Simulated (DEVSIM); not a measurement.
System: Co/Si3N4/n-Si capacitor, at 300 K.

```
layer (left to right)  material  thickness (nm)  Nd (cm⁻³)
---------------------  --------  --------------  ---------
1                         Si3N4            2.10          -
2                            Si            3200     3.3e16
```

Metal gate on the left, work function 5 eV. Fixed charge at the semiconductor interface 1.4e10 cm⁻² (in units of +e); interface traps 1e12 cm⁻² eV⁻¹, uniform in energy, neutral level at 0.3 of the gap above the valence band.

Constants are typed, rounded textbook-type inputs, not results; the design itself was drawn at random and stands for no fabricated device. Values at 300 K.

| parameter | Si3N4 | Si |
|---|---|---|
| gap (eV) | 5.1 | 1.124 |
| affinity (eV) | 2.1 | 4.05 |
| permittivity | 7.5 | 11.7 |
| Nc (cm⁻³) | - | 2.86e19 |
| Nv (cm⁻³) | - | 3.1e19 |

Simulated with DEVSIM: 1D Poisson equation in equilibrium, Boltzmann statistics, complete ionisation; no quantum confinement or tunnelling. Metal contacts follow the ideal Schottky-Mott rule: no Fermi-level pinning, no interface dipoles.

Problem. Tabulate band edges, carrier densities and field at 0.3 V on the gate.

Solution. Energies count from the Fermi level of the right contact; mesh points crowd at the junctions.

| x (μm) | Ec (eV) | Ev (eV) | n (cm⁻³) | p (cm⁻³) | field (V/cm) |
|---|---|---|---|---|---|
| 0.000 | 2.600 | -2.500 | < 1e2 | < 1e2 | -71000 |
| 0.0007999 | 2.594 | -2.506 | < 1e2 | < 1e2 | -71000 |
| 0.001519 | 2.589 | -2.511 | < 1e2 | < 1e2 | -71000 |
| 0.002314 | 0.634 | -0.490 | 6.5e8 | 1.8e11 | -66000 |
| 0.004612 | 0.619 | -0.505 | 1.2e9 | 1.0e11 | -65000 |
| 0.008420 | 0.594 | -0.530 | 3.0e9 | 3.9e10 | -63000 |
| 0.01618 | 0.546 | -0.578 | 1.9e10 | 6.2e9 | -59000 |
| 0.04028 | 0.418 | -0.706 | 2.7e12 | 4.3e7 | -47000 |
| 0.08108 | 0.268 | -0.856 | 8.9e14 | 130000 | -26000 |
| 0.1642 | 0.179 | -0.945 | 2.8e16 | 4100 | -1800 |
| 0.3334 | 0.175 | -0.949 | 3.3e16 | 3500 | ≈ 0 |
| 0.8889 | 0.175 | -0.949 | 3.3e16 | 3500 | ≈ 0 |
| 1.757 | 0.175 | -0.949 | 3.3e16 | 3500 | ≈ 0 |
| 2.493 | 0.175 | -0.949 | 3.3e16 | 3500 | ≈ 0 |
| 2.928 | 0.175 | -0.949 | 3.3e16 | 3500 | ≈ 0 |
| 3.068 | 0.175 | -0.949 | 3.3e16 | 3500 | ≈ 0 |
| 3.137 | 0.175 | -0.949 | 3.3e16 | 3500 | ≈ 0 |
| 3.171 | 0.175 | -0.949 | 3.3e16 | 3500 | ≈ 0 |
| 3.191 | 0.175 | -0.949 | 3.3e16 | 3500 | ≈ 0 |
| 3.197 | 0.175 | -0.949 | 3.3e16 | 3500 | ≈ 0 |
| 3.200 | 0.175 | -0.949 | 3.3e16 | 3500 | ≈ 0 |
| 3.202 | 0.175 | -0.949 | 3.3e16 | 3500 | ≈ 0 |
